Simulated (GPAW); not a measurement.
**A self-consistent single point of BiPO4 (P2_1/m, 12 atoms in the cell) with GPAW**

Computed with PBEsol, GPAW PAW datasets PBEsol (made by gpaw-setup) (plane waves; GPAW).

Input as run:

```python
from ase import Atoms
from ase.units import GPa
from gpaw import GPAW, PW

atoms = Atoms(['Bi', 'Bi', 'P', 'P', 'O', 'O', 'O', 'O', 'O', 'O', 'O', 'O'],
              cell=[[4.709000, 0.000000, 0.000000],
                    [0.000000, 7.073000, 0.000000],
                    [-0.529445, 0.000000, 4.842141]],
              positions=[[0.712819, 5.304750, 0.694508],
                         [3.466736, 1.768250, 4.147633],
                         [1.234677, 1.768250, 1.809024],
                         [2.944878, 5.304750, 3.033117],
                         [0.724106, 1.768250, 3.282972],
                         [3.455449, 5.304750, 1.559169],
                         [1.415774, 5.304750, 2.900442],
                         [2.763781, 1.768250, 1.941699],
                         [0.709241, 2.977733, 1.007165],
                         [3.470314, 6.514233, 3.834976],
                         [3.470314, 4.095267, 3.834976],
                         [0.709241, 0.558767, 1.007165]],
              pbc=True)

calc = GPAW(mode=PW(950),
            xc='PBEsol',
            kpts=(5, 3, 5),
            occupations={'name': 'marzari-vanderbilt', 'width': 0.1},
            nbands=-20,
            symmetry={'symmorphic': False, 'tolerance': 0.0005},
            maxiter=100)

atoms.calc = calc

energy = atoms.get_potential_energy()
print('Energy (eV):', round(energy, 6))
forces = atoms.get_forces()
print('Forces (eV/Ang):')
print(forces.round(5))
stress = atoms.get_stress()
print('Stress (GPa, Voigt):', (stress / GPa).round(4))
```

Output (repeated stretches shortened):

```
Input parameters:
  kpts: [5 3 5]
  maxiter: 100
  mode: {ecut: 950.0,
         name: pw}
  nbands: -20
  occupations: {name: marzari-vanderbilt,
                width: 0.1}
  symmetry: {symmorphic: False,
             tolerance: 0.0005}
  xc: PBEsol

species:
  Bi:
    name: Bismuth
    Z: 83.0
    valence: 15
    core: 68
    charge: 0.0
    file: Bi.PBEsol.gz

    # Using partial waves for Bi as LCAO basis

  P:
    name: Phosphorus
    Z: 15.0
    valence: 5
    core: 10
    charge: 0.0
    file: P.PBEsol.gz

    # Using partial waves for P as LCAO basis

  O:
    name: Oxygen
    Z: 8.0
    valence: 6
    core: 2
    charge: 0.0
    file: O.PBEsol.gz

    # Using partial waves for O as LCAO basis

Reference energy: -1204233.311433  # eV

Spin-paired calculation

Convergence criteria:
 Maximum [total energy] change in last 3 cyles: 0.0005 eV / valence electron
 Maximum integral of absolute [dens]ity change: 0.0001 electrons / valence electron
 Maximum integral of absolute [eigenst]ate change: 4e-08 eV^2 / valence electron
 Maximum number of scf [iter]ations: 100

Symmetries present (total): 4
Symmetries with fractional translations: 2
75 k-points: 5 x 3 x 5 Monkhorst-Pack grid
26 k-points in the irreducible part of the Brillouin zone
       k-points in crystal coordinates                weights
   0:     0.00000000    0.00000000    0.00000000          1/75
   1:     0.00000000    0.00000000    0.20000000          2/75
   2:     0.00000000    0.00000000    0.40000000          2/75
   3:     0.00000000    0.33333333    0.00000000          2/75
   4:     0.00000000    0.33333333    0.20000000          4/75
   5:     0.00000000    0.33333333    0.40000000          4/75
   6:     0.20000000    0.00000000   -0.40000000          2/75
   7:     0.20000000    0.00000000   -0.20000000          2/75
   8:     0.20000000    0.00000000    0.00000000          2/75
   9:     0.20000000    0.00000000    0.20000000          2/75
          ...
  25:     0.40000000    0.33333333    0.40000000          4/75

Wave functions: Plane wave expansion
  Cutoff energy: 950.000 eV
  Number of coefficients (min, max): 10700, 10759
  Pulay-stress correction: 0.000000 eV/Ang^3 (de/decut=0.000000)

Occupation numbers: Marzari-Vanderbilt:
  width: 0.1000  # eV

Eigensolver

Densities:
  Coarse grid: 35*54*35 grid
  Fine grid: 70*108*70 grid
  Total Charge: 0.000000

Density mixing:
  Method: separate
  Backend: pulay
  Linear mixing parameter: 0.05
  old densities: 5
  Damping of long wavelength oscillations: 50

Hamiltonian:
  XC and Coulomb potentials evaluated on a 70*108*70 grid
  External potential:
    NoExternalPotential

XC parameters: PBEsol with 2 nearest neighbor stencil

Number of atoms: 12
Number of atomic orbitals: 58
Number of bands in calculation: 64
Number of valence electrons: 88
Bands to converge: occupied

Density initialized from atomic densities
  58 bands from LCAO basis set
  6 bands from random numbers

Atomic positions and initial magnetic moments

Positions:
   0 Bi     0.712819    5.304750    0.694508    ( 0.0000,  0.0000,  0.0000)
   1 Bi     3.466736    1.768250    4.147633    ( 0.0000,  0.0000,  0.0000)
   2 P      1.234677    1.768250    1.809024    ( 0.0000,  0.0000,  0.0000)
   3 P      2.944878    5.304750    3.033117    ( 0.0000,  0.0000,  0.0000)
   4 O      0.724106    1.768250    3.282972    ( 0.0000,  0.0000,  0.0000)
   5 O      3.455449    5.304750    1.559169    ( 0.0000,  0.0000,  0.0000)
   6 O      1.415774    5.304750    2.900442    ( 0.0000,  0.0000,  0.0000)
   7 O      2.763781    1.768250    1.941699    ( 0.0000,  0.0000,  0.0000)
   8 O      0.709241    2.977733    1.007165    ( 0.0000,  0.0000,  0.0000)
   9 O      3.470314    6.514233    3.834976    ( 0.0000,  0.0000,  0.0000)
  10 O      3.470314    4.095267    3.834976    ( 0.0000,  0.0000,  0.0000)
  11 O      0.709241    0.558767    1.007165    ( 0.0000,  0.0000,  0.0000)

Unit cell:
           periodic     x           y           z      points  spacing
  1. axis:    yes    4.709000    0.000000    0.000000    35     0.1337
  2. axis:    yes    0.000000    7.073000    0.000000    54     0.1310
  3. axis:    yes   -0.529445    0.000000    4.842141    35     0.1383

  Lengths:   4.709000   7.073000   4.871000
  Angles:   90.000000  96.239995  90.000000

Effective grid spacing dv^(1/3) = 0.1346

     iter     time        total  log10-change:
                         energy   eigst   dens
iter:   1 --:--:--   -99.947155
iter:   2 --:--:--   -97.009742   -1.35  -0.87
iter:   3 --:--:--   -88.816188   -0.79  -0.92
iter:   4 --:--:--   -88.659097   -1.75  -1.29
iter:   5 --:--:--   -88.881369   -1.61  -1.40
iter:   6 --:--:--   -88.678669   -2.04  -1.74
iter:   7 --:--:--   -88.649494   -3.34  -2.05
iter:   8 --:--:--   -88.601886   -2.79  -2.11
iter:   9 --:--:--   -88.599504   -4.31  -2.81
iter:  10 --:--:--   -88.599457c  -5.04  -2.89
iter:  11 --:--:--   -88.599483c  -5.06  -3.00
iter:  12 --:--:--   -88.599565c  -5.11  -3.35
iter:  13 --:--:--   -88.599486c  -5.46  -3.45
iter:  14 --:--:--   -88.599484c  -7.24  -3.83
iter:  15 --:--:--   -88.599489c  -6.71  -3.89
iter:  16 --:--:--   -88.599484c  -6.21  -3.96
iter:  17 --:--:--   -88.599480c  -7.50c -3.99
iter:  18 --:--:--   -88.599479c  -6.62  -4.07c
iter:  19 --:--:--   -88.599478c  -8.04c -4.23c

Converged after 19 iterations.

Dipole moment: (-0.000000, 0.000000, 0.000000) |e|*Ang

Energy contributions relative to reference atoms: (reference = -1204233.311433)

Kinetic:       +137.125097
Potential:     -126.655610
External:        +0.000000
XC:             -97.273124
Entropy (-ST):   +0.000000
Local:           -1.795841
SIC:             +0.000000
--------------------------
Free energy:    -88.599478
Extrapolated:   -88.599478

Showing only first 2 kpts
 Kpt  Band  Eigenvalues  Occupancy
  0    42      3.03037    2.00000
  0    43      3.35006    2.00000
  0    44      9.02060    0.00000
  0    45      9.53111    0.00000

  1    42      3.19104    2.00000
  1    43      3.34474    2.00000
  1    44      8.96791    0.00000
  1    45      9.53386    0.00000

Fermi level: 5.12339

Gap: 4.285 eV
Transition (v -> c):
  (s=0, k=11, n=43, [0.20, 0.33, -0.40]) -> (s=0, k=18, n=44, [0.40, 0.00, 0.00])
Direct/indirect transitions are different
Direct gap: 4.534 eV
Transition at: (s=0, k=5, n=43, [0.00, 0.33, 0.40])
Energy (eV): -88.599478

Forces in eV/Ang:
  0 Bi    0.17625    0.00000   -0.28669
  1 Bi   -0.17625    0.00000    0.28669
  2 P    -0.18907   -0.00000    0.24828
  3 P     0.18907    0.00000   -0.24828
  4 O     0.08401    0.00000    0.24160
  5 O    -0.08401   -0.00000   -0.24160
  6 O    -0.71259    0.00000    0.14189
  7 O     0.71259    0.00000   -0.14189
  8 O    -0.19087    0.39840   -0.28853
  9 O     0.19087    0.39840    0.28853
 10 O     0.19087   -0.39840    0.28853
 11 O    -0.19087   -0.39840   -0.28853

Stress tensor:
    -0.023713     0.000000     0.003076
     0.000000    -0.019069     0.000000
     0.003076     0.000000    -0.018768
Stress (GPa, Voigt): [-3.7992 -3.0553 -3.007   0.      0.4928  0.    ]
```

The run converged in 19 iterations. GPAW prints stress with tension positive.

At such cutoffs GPAW's stress carries a finite-basis (Pulay) error, which enters relaxed cells too; its log prints stress with tension positive.

The starting cell comes from a database of published, mostly measured structures (it also holds non-ambient and calculated ones), without a prior relaxation at this level. Spin-orbit coupling is off. The log's line on a gap gives a spacing of levels on this mesh, which the program prints for metals too.

Cost on one core of a shared machine: roughly 10 min.
